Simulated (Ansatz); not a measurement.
The cell is made up: elements placed on another compound's structure type, so the phase may be hypothetical.

The decay constant κ of evanescent states in the gap governs leakage through a thin film.

Data:

```yaml
crystal:
  lattice:
    - [8.01413, -0.10703, 0.08244]
    - [2.38983, 9.08372, 0.03981]
    - [0.80372, -0.22714, 3.58101]
  atoms:
    - { symbol: Si, position: [0.73957, 0.91820, 0.63021] }
    - { symbol: Si, position: [0.26043, 0.08180, 0.36979] }
    - { symbol: Si, position: [0.51946, 0.79071, 0.74027] }
    - { symbol: Si, position: [0.48054, 0.20929, 0.25973] }
    - { symbol: Si, position: [0.86564, 0.58946, 0.06718] }
    - { symbol: Si, position: [0.13436, 0.41054, 0.93282] }
    - { symbol: As, position: [0.93218, 0.82699, 0.03391] }
    - { symbol: As, position: [0.06782, 0.17301, 0.96609] }
    - { symbol: As, position: [0.31843, 0.82063, 0.34079] }
    - { symbol: As, position: [0.68157, 0.17937, 0.65921] }
    - { symbol: As, position: [0.68995, 0.54193, 0.65503] }
    - { symbol: As, position: [0.31005, 0.45807, 0.34497] }
```

Space group of this cell: C2/m. The cell was relaxed by PBE-D3(BJ); by r2SCAN its mean pressure is 0.9 GPa.

Transport runs along the normal of the first two printed cell vectors.

The gap is the functional's own. No spin-orbit coupling. Mid-gap values are interpolated on the energy grid.

Problem. State the band gap and the smallest decay constant κ at mid-gap according to r2SCAN in Ansatz (a first-principles code).

Solution. Gap 0.96 eV on a 8×4×8 mesh; κ = 0.132 1/Å, at (0.500, 0.500) of the in-plane reciprocal vectors. At the zone centre, at the nearest computed energy, the slowest state has κ = 0.15 1/Å.
